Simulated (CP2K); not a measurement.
CP2K run on AlInCu2S4 (I-4, 8 atoms in the cell): self-consistent single point

Level of theory: LDA (Pade form), GPW, DZVP-MOLOPT-SR-GTH basis, GTH-PADE potentials (GTH_POTENTIALS) in CP2K.

The input file:

```
&GLOBAL
  PROJECT scf
  RUN_TYPE ENERGY_FORCE
  PRINT_LEVEL LOW
&END GLOBAL
&FORCE_EVAL
  METHOD Quickstep
  STRESS_TENSOR ANALYTICAL
  &DFT
    BASIS_SET_FILE_NAME BASIS_MOLOPT
    POTENTIAL_FILE_NAME GTH_POTENTIALS
    &QS
      METHOD GPW
      EPS_DEFAULT 1E-10
    &END QS
    &MGRID
      CUTOFF 600
      REL_CUTOFF 60
      NGRIDS 5
    &END MGRID
    &SCF
      SCF_GUESS ATOMIC
      EPS_SCF 1E-7
      MAX_SCF 100
      ADDED_MOS 11
      &DIAGONALIZATION
        ALGORITHM STANDARD
      &END DIAGONALIZATION
      &MIXING
        METHOD BROYDEN_MIXING
        ALPHA 0.2
        NBUFFER 10
      &END MIXING
      &SMEAR ON
        METHOD FERMI_DIRAC
        ELECTRONIC_TEMPERATURE [K] 580.23
      &END SMEAR
    &END SCF
    &KPOINTS
      SCHEME MONKHORST-PACK 5 5 5
    &END KPOINTS
    &XC
      &XC_FUNCTIONAL PADE
      &END XC_FUNCTIONAL
    &END XC
    &PRINT
      &MO
        EIGENVALUES T
        OCCUPATION_NUMBERS T
        NDIGITS 8
        FILENAME mo
        &EACH
          QS_SCF 0
        &END EACH
        ADD_LAST NUMERIC
      &END MO
      &MULLIKEN OFF
      &END MULLIKEN
    &END PRINT
  &END DFT
  &SUBSYS
    &CELL
      A 6.66096600 0.00000000 0.00000000
      B 2.16174300 6.30042300 0.00000000
      C -4.41135400 -3.15021100 3.87099200
      PERIODIC XYZ
    &END CELL
    &COORD
      Al       3.33048325     0.00000025     1.93549600
      In       4.41135450     3.15021150     0.00000000
      Cu       1.08087175     3.15021175     1.93549600
      Cu       0.00000000     0.00000000     0.00000000
      S       -1.19945615    -0.80541434     1.83605022
      S        2.35787183    -0.81675484     3.82937884
      S        3.26026502     2.27706764     2.03494178
      S        4.40402930     5.64552554     0.04161316
    &END COORD
    &KIND Al
      BASIS_SET DZVP-MOLOPT-SR-GTH-q3
      POTENTIAL GTH-PADE-q3
    &END KIND
    &KIND In
      BASIS_SET DZVP-MOLOPT-SR-GTH-q13
      POTENTIAL GTH-PADE-q13
    &END KIND
    &KIND Cu
      BASIS_SET DZVP-MOLOPT-SR-GTH-q11
      POTENTIAL GTH-PADE-q11
    &END KIND
    &KIND S
      BASIS_SET DZVP-MOLOPT-SR-GTH-q6
      POTENTIAL GTH-PADE-q6
    &END KIND
  &END SUBSYS
  &PRINT
    &FORCES ON
    &END FORCES
    &STRESS_TENSOR ON
    &END STRESS_TENSOR
  &END PRINT
&END FORCE_EVAL
```

Output, abridged:

```
 GLOBAL| Method name                                                        CP2K
 GLOBAL| Project name                                                        scf
 GLOBAL| Run type                                                   ENERGY_FORCE

 TOTAL NUMBERS AND MAXIMUM NUMBERS

  Total number of            - Atomic kinds:                                   4
                             - Atoms:                                          8
                             - Shell sets:                                     8
                             - Shells:                                        46
                             - Primitive Cartesian functions:                 38
                             - Cartesian basis functions:                    160
                             - Spherical basis functions:                    140

  Maximum angular momentum of- Orbital basis functions:                        3
                             - Local part of the GTH pseudopotential:          0
                             - Non-local part of the GTH pseudopotential:      4

 SCF PARAMETERS         Density guess:                                    ATOMIC
                        max_scf:                                             100
                        max_diis:                                              4
                        eps_scf:                                        1.00E-07
                        eps_diis:                                       1.00E-01
                        eps_eigval:                                     1.00E-05
                        level_shift [a.u.]:                             0.000000
                        added MOs                                        11    0
                        Mixing method:                            BROYDEN_MIXING
                                                charge density mixing in g-space
                        Smear method:                                FERMI_DIRAC
                        Electronic temperature [K]:                        580.2
                        Electronic temperature [a.u.]:                  1.84E-03
                        Accuracy threshold:                             1.00E-10
                        No outer SCF

 Extrapolation method: initial_guess

 Number of electrons:                                                         62
 Number of occupied orbitals:                                                 31
 Number of molecular orbitals:                                                42

 Number of orbital functions:                                                140
 Number of independent orbital functions:                                    140

 SCF WAVEFUNCTION OPTIMIZATION

  Step     Update method      Time    Convergence         Total energy    Change
     1 NoMix/Diag. 0.20E+00      -     1.05316546      -195.9327889534 -1.96E+02
     2 Broy./Diag. 0.20E+00      -     0.30058099      -198.4689713554 -2.54E+00
     3 Broy./Diag. 0.20E+00      -     0.07982423      -195.7051602310  2.76E+00
     4 Broy./Diag. 0.20E+00      -     0.17199839      -195.8246711694 -1.20E-01
     5 Broy./Diag. 0.20E+00      -     0.03122429      -195.9199139278 -9.52E-02
     6 Broy./Diag. 0.20E+00      -     0.01353942      -195.6466004775  2.73E-01
     7 Broy./Diag. 0.20E+00      -     0.00406271      -195.7444531816 -9.79E-02
   [... 6 lines left out ...]
    14 Broy./Diag. 0.20E+00      -     0.00000206      -195.7694539461 -6.91E-05
    15 Broy./Diag. 0.20E+00      -     0.00000299      -195.7694855045 -3.16E-05
    16 Broy./Diag. 0.20E+00      -     0.00000049      -195.7695006251 -1.51E-05
    17 Broy./Diag. 0.20E+00      -     0.00000024      -195.7695017535 -1.13E-06
    18 Broy./Diag. 0.20E+00      -     0.00000008      -195.7695016825  7.10E-08

  *** SCF run converged in    18 steps ***

  Electronic density on regular grids:        -61.9999999640        0.0000000360
  Core density on regular grids:               61.9999999927       -0.0000000073
  Total charge density on r-space grids:        0.0000000287
  Total charge density g-space grids:           0.0000000287

  Overlap energy of the core charge distribution:               0.00000000726876
  Self energy of the core charge distribution:               -321.11663736373106
  Core Hamiltonian energy:                                     93.94143487858803
  Hartree energy:                                              63.66260121458135
  Exchange-correlation energy:                                -32.25689624720211
  Electronic entropic energy:                                  -0.00000417198279
  Fermi energy:                                                 0.16997073384400

  Total energy:                                              -195.76950168247564
  Total energy (extrapolated to T->0):                       -195.76949959648425

 ENERGY| Total FORCE_EVAL ( QS ) energy [hartree]           -195.769501406163613

 FORCES| Atomic forces [hartree/bohr]
 FORCES|   Atom     x               y               z               |f|
 FORCES|      1  1.13681009E-07  2.28166723E-07  3.23468077E-08   2.56962529E-07
 FORCES|      2  5.10051075E-08 -5.57889420E-09 -1.53686553E-08   5.35615591E-08
 FORCES|      3  2.55662246E-09  2.69234503E-07 -2.83357325E-07   3.90877381E-07
 FORCES|      4 -9.47290318E-08  8.72627476E-08 -8.04930008E-08   1.51879886E-07
 FORCES|      5  4.28561143E-03 -2.61791871E-03 -3.28042908E-03   5.99843135E-03
 FORCES|      6  3.06238129E-04 -3.81239580E-03  4.62100681E-03   5.99848710E-03
 FORCES|      7 -1.08535940E-03  4.90318352E-03  3.28054313E-03   5.99843120E-03
 FORCES|      8 -3.50656264E-03  1.52655191E-03 -4.62077394E-03   5.99815756E-03
 FORCES| Sum     2.73175709E-11  8.21443608E-13  4.62404750E-11
 FORCES| Total atomic force                                       5.37131825E-11

 STRESS| Analytical stress tensor [bar]
 STRESS|                        x                   y                   z
 STRESS|      x       -5.02370598570E+04   1.06035447718E+03  -9.10113023875E-02
 STRESS|      y        1.06035447718E+03  -5.09639918960E+04   2.07375588572E-01
 STRESS|      z       -9.10113023875E-02   2.07375588572E-01  -5.17208126030E+04
 STRESS| 1/3 Trace                                            -5.09739547853E+04
```

The run converged in 18 iterations.

The starting cell comes from a database of computed structures (which also holds hypothetical and non-ambient phases and stackings), without a prior relaxation at this level. Values carry the incompleteness of an atom-centred basis. With a pressure of about -5 GPa the cell is away from its equilibrium volume at this level.

Cost on one core of a shared machine: roughly 3 min.
